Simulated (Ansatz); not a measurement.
Structures of equal composition on the (0001) surface of hcp Co, ferromagnetic: a pseudomorphic layer of Cr in the host's stacking; a pseudomorphic layer of Cr in the other hollow. The slabs share one bottom face, and each structure is named by its start. These are constructed structures in small cells; real faces may alloy, dewet or reconstruct in larger ones, and not all known structures of the face are among them. Slabs of about 10 Å, Fermi-Dirac smearing of 0.1 eV. Bottom of the slabs: a bare face, its two planes held. Relaxed from the named starts with such symmetry as they have, on meshes of like density; energies extrapolated to zero smearing; spin only where a row says so; no spin-orbit coupling, no U. Brackets mark spin-polarised runs, whose order is one that fits the cell. Where a second, spin-polarised start was run, the lower counts.

Calculation: PBE (plane waves to 420 eV, PAW; Ansatz, a program for electronic structure).

Put the candidates in order of energy per 1x1 cell, lowest first, for PBE.

a pseudomorphic layer of Cr in the host's stacking (0.000 eV [spin, 8.8 μB a cell]), a pseudomorphic layer of Cr in the other hollow (0.024 eV [spin, 8.9 μB a cell])
